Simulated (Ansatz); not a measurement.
Ansatz (an electronic-structure program), DFT, PBE, plane waves, its default PAW files: TiB2 (from the phase in space group 191, mp-1145), 3 atoms. Basis and mesh were picked for this test and aren't claimed converged.

```
Property                                                   Value
------------------------------  --------------------------------
cell                            3.03, 3.03, 3.23 Å; 90, 90, 120°
task                                                single point
k mesh                                                   12×12×6
hamiltonian.xc                                               pbe
kind of files                                                paw
scf.occupations.method                               fermi_dirac
scf.occupations.width                                    0.05 eV
output.forces                                               true
binding of workers (--pin)                                   off
k-point pools (--kpoint-pools)                                 1
memory maximum (--max-ram)                                  8GiB
accuracy                                        medium (default)
basis.precision                                   auto (default)
basis.xc_grid                                        2 (default)
scf.mixing.algorithm                              auto (default)
scf.mixing.preconditioner                         auto (default)
scf.convergence.dr2_threshold                    1e-07 (default)
scf.lower_state_search                           light (default)
k-points after symmetry                                       76
bands at the start                                            13
electrons                                                     18
plane waves at Γ                                             503
cutoff (eV)                                                  420
FFT grid                                                24×24×24
symmetry operations                                           24
```

One run each.

All on 4 threads. Base settings, kept where nothing else is said: scf.eigensolver.kind = auto (default), scf.eigensolver.mixed_precision = false (default), scf.eigensolver.cushion = auto (default), scf.eigensolver.full_accuracy = false (default), scf.algorithm = auto (default) (scf.eigensolver.max_subspace_factor, scf.eigensolver.real_solve not set). The settings tried:
- scf.eigensolver.kind = davidson, scf.eigensolver.mixed_precision = true
- scf.eigensolver.kind = davidson, scf.eigensolver.max_subspace_factor = 2
- scf.eigensolver.real_solve = false
- the base settings
- scf.eigensolver.kind = davidson, scf.eigensolver.max_subspace_factor = 6
- scf.algorithm = direct_min
- scf.eigensolver.kind = davidson
- scf.eigensolver.mixed_precision = true
- scf.eigensolver.full_accuracy = true
- scf.algorithm = density_mixing
- scf.eigensolver.kind = davidson, scf.eigensolver.cushion = true

**Question.** Predict which of these converge in the fewest applications of H to a band.

**Answer.** Fewest applications of H to a band, with those close behind: scf.eigensolver.real_solve = false (14701); the base settings (15080); scf.algorithm = density_mixing (15080). Most among those that reach the base run's result: scf.algorithm = direct_min (35841). All converged.

```csv
setting,applications of H to a band,"SCF iterations (all cycles of the run, searches included)",end
scf.eigensolver.real_solve = false,14701,6,converged
the base settings,15080,6,converged
scf.algorithm = density_mixing,15080,6,converged
"scf.eigensolver.kind = davidson, scf.eigensolver.max_subspace_factor = 6",19762,6,converged
scf.eigensolver.kind = davidson,20105,6,converged
"scf.eigensolver.kind = davidson, scf.eigensolver.mixed_precision = true",20862,6,converged
scf.eigensolver.mixed_precision = true,20862,6,converged
"scf.eigensolver.kind = davidson, scf.eigensolver.cushion = true",21604,6,converged
"scf.eigensolver.kind = davidson, scf.eigensolver.max_subspace_factor = 2",21745,6,converged
scf.eigensolver.full_accuracy = true,26385,6,converged
scf.algorithm = direct_min,35841,4,converged
```

An iteration's cost differs between solvers, so these counts don't give the time.

Keys are those of Ansatz 0.2.
